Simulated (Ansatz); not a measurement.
# A constructed model of the (0001) surface of 4H silicon carbide, Si-terminated, 2x2 Si adatom at T4 (bottom of the slab: 4 H on 4 bottom sites)

Level of theory: HSE06, at the PBE geometry (plane waves to 420 eV, PAW; Ansatz, an electronic-structure program).

Slab: 37 atoms, 10.8 Å thick at the start with caps and adatoms (thin: gaps and levels are the slab's own); k 3x3x1, smearing 0.025 eV, dipole-corrected; single point; on the structure that PBE left under its start's symmetry; no spin, no spin-orbit, no U. In PBE it lies 0.03 eV a 1x1 cell over the lowest computed structure of the same composition (2x2 Si adatom at H3).

```yaml
gap_of_the_slab_on_its_k_mesh: 1.21 eV
highest_filled_level_below_the_top_vacuum_level: 4.63 eV
cost: roughly 9 core-minutes
```
